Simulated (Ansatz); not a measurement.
# Hf, pressure series

Base system: Hf in the hcp (Mg type) structure (space group P6_3/mmc, No. 194; a = 3.198 Å, c = 5.047 Å).

Cell and atoms are relaxed at each pressure.

Calculations: DFT with r2SCAN, PAW potentials and a 500 eV plane-wave cutoff in Ansatz (a quantum-chemistry and plane-wave program), no spin-orbit coupling.

Notes on the quantities. enthalpy: H = E + PV relative to the base's energy.

| variant | enthalpy | c/a ratio | shortest interatomic distance |
|---|---|---|---|
| base | – | 1.578 | 3.127 Å |
| pressure −2 GPa | -0.28 eV/atom | 1.578 | 3.146 Å |
| pressure −1 GPa | -0.14 eV/atom | 1.578 | 3.136 Å |
| pressure 0.9 GPa | +0.13 eV/atom | 1.579 | 3.119 Å |
| pressure 2.1 GPa | +0.29 eV/atom | 1.579 | 3.108 Å |
| pressure 4.5 GPa | +0.62 eV/atom | 1.579 | 3.088 Å |
| pressure 9 GPa | +1.21 eV/atom | 1.580 | 3.054 Å |
| pressure 15 GPa | +1.97 eV/atom | 1.581 | 3.013 Å |
| pressure 22.5 GPa | +2.89 eV/atom | 1.584 | 2.971 Å |
| pressure 30 GPa | +3.76 eV/atom | 1.588 | 2.934 Å |

Load acts through the strain it causes; cell and atoms are relaxed under it. Stability against distortions was not tested. No other phases were tried under pressure. The final runs are not spin-polarised.
